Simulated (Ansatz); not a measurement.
We consider BaAl4 (I4/mmm, No. 139), described by LDA (plane waves, PAW; Ansatz, a first-principles code).

Numerical settings: plane-wave cutoff 520 eV, 18×18×18 k mesh, Fermi–Dirac smearing 0.05 eV, scalar-relativistic PAW data made under PBE.

A third-order Birch–Murnaghan fit to the energies gives V0 = 22.325 Å³/atom, B0 = 57.9 GPa, B′ = 4.1.

```csv
V (Å³/atom),P (GPa)
21.432,___
21.878,___
22.325,0.002
22.771,___
23.218,___
```

Q: Estimate the withheld pressures from this fit; the answers are the runs' own values.

A: 
- 21.432, P (GPa): 2.571
- 21.878, P (GPa): 1.221
- 22.771, P (GPa): -1.100
- 23.218, P (GPa): -2.093

The formula P = (3/2) B0 (x^(7/3) − x^(5/3)) [1 + (3/4)(B′ − 4)(x^(2/3) − 1)] with x = V0/V meets the computed pressures within 0.01 GPa when these rounded values are put in.

Shape and atoms are relaxed at each volume.

Note: the bulk modulus comes from volumes at which shape and atoms were relaxed.

Spin–orbit coupling is not included.

The computed numbers hold no vibrational or temperature effects.
